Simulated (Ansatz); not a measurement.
An Ansatz (a program for electronic structure) run: Si with a change (biaxial strain +0.50 %, plane normal [001], relaxed out of plane); Ansatz, LDA, PAW, cutoff 420 eV, scalar-relativistic without spin-orbit coupling.

Input:

Ansatz 0.2 input:
```yaml
crystal:
  lattice:
    - [3.8389577704, 0, 0]
    - [0, 3.8389577704, 0]
    - [1.9194788852, -1.9194788852, 2.6942952134]
  atoms:
    - { symbol: Si, position: [0, 0, 0] }
    - { symbol: Si, position: [0.75, 0.75, 0.5] }
basis: { ecutwfc: 420, ecutrho_ratio: 4, xc_grid: 2, fft_grid_basis: typed }
kpoints: { mp_grid: { grid: [11, 11, 11] } }
hamiltonian:
  xc: lda
  dispersion: none
  pseudopotentials: { kind: paw }
scf: { occupations: { method: fermi_dirac, width: 0.05 } }
relax: { f_tol: 0.005, max_steps: 50, cell: { stress_tol: 0.01, fix: [a, b, gamma] } }
output: { forces: true, stress: true }
checkpoint: { write: state.ck, write_every: 1000 }
```

Output (explanatory and most iteration lines left out):

```
Relaxation: its limit of steps is 50 (relax.max_steps)
Pseudopotential: Si, paw, valence charge 4
Crystal: 2 atoms, lattice volume = 39.707 Å³
Basis set: ecut = 420 eV, 749 PW (Γ), exchange–correlation on 54×54×54 points (8 copies of the dense FFT grid, shifted against one another)
Bands: 8, of which v1, the nominal top of the filled ones, is band 4 counted from 1 (3 counted from 0)
Symmetry: 16 space group operations
Space group: I41/amd (ITA 141), of the structure as read, at distance tolerance 3.4e-5 Å
k-points: 126 of 1331
Functional: x = slater, c = lda
SCF iter   1: F=—  HF=-1217.296037 eV  |F-HF|=—  |Δ(HF+E_count)|=         —  Δρ=4.24e-3  dr2=4.21e-3  ethr=1.77e-3  ⟨swp⟩=6.0  Hψ=8981  notcnv=0
SCF iter   2: F=—  HF=-1217.295425 eV  |F-HF|=—  |Δ(HF+E_count)|=   6.13e-4  Δρ=1.97e-3  dr2=8.95e-4  ethr=5.26e-5  ⟨swp⟩=1.6  Hψ=2145  notcnv=0
SCF 1 converged in 6 iterations: F = -1217.295256 eV  dr2 = 1.02e-11
relax step   1: F+E_penalty+E_count = -1217.29525601 eV  Δ(F+E_penalty+E_count) = +0.000e0 eV  max|allowed force component| = 0.000e0 eV/Å  Δτ_max = 0.0000 Å  P = -0.716 GPa  Ω = 39.707 Å³  fix = [a, b, gamma]  reactions: a -0.954, b -0.954 GPa  (6 SCF iters, dr2 threshold 1.00e-7 eV, accepted)
[... steps on the carried basis left out ...]
relax step   3: F+E_penalty+E_count = -1217.29531962 eV  Δ(F+E_penalty+E_count) = -2.587e-6 eV  max|allowed force component| = 4.857e-17 eV/Å  Δτ_max = 0.0000 Å  P = -0.572 GPa  Ω = 39.646 Å³  energy of the carried Pulay correction = +1.725e-5 eV  fix = [a, b, gamma]  reactions: a -0.858, b -0.858 GPa  (3 SCF iters, dr2 threshold 1.92e-9 eV, accepted)
Crystal: 2 atoms, lattice volume = 39.646 Å³
SCF iter   1: F=—  HF=-1217.295302 eV  |F-HF|=—  |Δ(HF+E_count)|=         —  Δρ=2.14e-6  dr2=3.15e-10  ethr=8.95e-8  ⟨swp⟩=3.0  Hψ=12017  notcnv=0
SCF iter   2: F=—  HF=-1217.295302 eV  |F-HF|=—  |Δ(HF+E_count)|=   4.31e-7  Δρ=1.06e-6  dr2=7.88e-11  ethr=3.94e-12  ⟨swp⟩=2.9  Hψ=1732  notcnv=0
SCF 4 converged in 4 iterations: F = -1217.295302 eV  dr2 = 3.26e-13
SCF converged after 4 iterations
Free energy (F): -1217.295302 eV
Internal energy: -1217.295244 eV  (E = F + TS)
E sigma→0 (E₀):  -1217.295273 eV
Entropy (-TS):   -0.000058 eV (-0.029 meV/atom)
Fermi energy:    6.371742 eV
--- Forces (eV/Å), atoms counted from 1 ---
  atom   1  Si    -0.00000000     0.00000000     0.00000000
  atom   2  Si     0.00000000     0.00000000     0.00000000
--- Stress (GPa, compression-positive) ---
       -0.857804       0.000000       0.000000
        0.000000      -0.857804       0.000000
        0.000000       0.000000      -0.001400
  P = ⅓ Tr σ = -0.5723 GPa (-5.723 kbar)
--- Relaxed structure (3 steps of the walk, 3 accepted, 1 SCFs on fresh bases) ---
  cell:  # Å, volume = 39.6460 Å³
    - [3.8389577704, 0.0, 0.0]
    - [0.0, 3.8389577704, 0.0]
    - [1.9194788852, -1.9194788852, 2.6901297373045985]
  atoms:
    - { symbol: Si, position: [0.0, 0.0, 0.0] }
    - { symbol: Si, position: [0.7499999999999999, 0.7499999999999999, 0.5] }
```

Whether these cells are dynamically stable was not tested. The cell was made from Si in the diamond structure (space group Fd-3m, No. 227) by this change: biaxial strain +0.50 %, plane normal [001], relaxed out of plane.
